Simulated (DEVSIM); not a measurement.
System: W/La2O3/n-Si capacitor, at 300 K.

Layer 1 from the left is La2O3, thickness (nm) 12.0. Layer 2 from the left is Si, thickness (nm) 9600, Nd (cm⁻³) 3.6e15.

Metal gate on the left, work function 4.6 eV. Fixed charge at the semiconductor interface -1.6e10 cm⁻² (in units of +e); no interface traps.

Constants are typed, rounded textbook-type inputs, not results; the design itself was drawn at random and stands for no fabricated device. Values at 300 K.

La2O3: gap (eV) 5.8, affinity (eV) 1.8, permittivity 27. Si: gap (eV) 1.124, affinity (eV) 4.05, permittivity 11.7, Nc (cm⁻³) 2.86e19, Nv (cm⁻³) 3.1e19.

DEVSIM, 1D Poisson equation in equilibrium, Boltzmann statistics, complete ionisation; no quantum confinement or tunnelling. Metal contacts follow the ideal Schottky-Mott rule: no Fermi-level pinning, no interface dipoles.

**Question.** What does the simulation give for the threshold voltage (band bending 2φF), the flat-band voltage, the minimum of the low-frequency capacitance?

**Answer.** threshold voltage (band bending 2φF) -0.35 V; flat-band voltage 0.32 V; minimum of the low-frequency capacitance 0.0247 μF/cm².
